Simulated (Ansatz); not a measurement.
Base system: Cu in the fcc (Cu type) structure (space group Fm-3m, No. 225; a = 3.518 Å; relaxed with 0.1 eV smearing). Axes: x, y, z lie along the cube axes.

Computed with LDA, PAW, 420 eV (Ansatz, an electronic-structure program; no spin-orbit coupling).

Base values:

The shortest interatomic distance comes out as 2.488 Å and the pressure is 0.0 GPa.

It is then changed as follows: tensile biaxial strain of 1.67 % in the plane normal to [111], as in epitaxy on a mismatched substrate; the out-of-plane cell vector and the atoms relax.

Q: What does the calculation give for the shortest interatomic distance after the change?

A: The shortest interatomic distance decreases by 0.007 Å (2.488 Å → 2.481 Å).

Q: What happens to the pressure?

A: The pressure (mean of the normal stresses, compression positive) goes from zero to -3.5 GPa.

Q: How does this affect the out-of-plane strain?

A: The out-of-plane strain amounts to -1.26 %.

No phonon test of stability was made. All final runs are without spin polarisation.
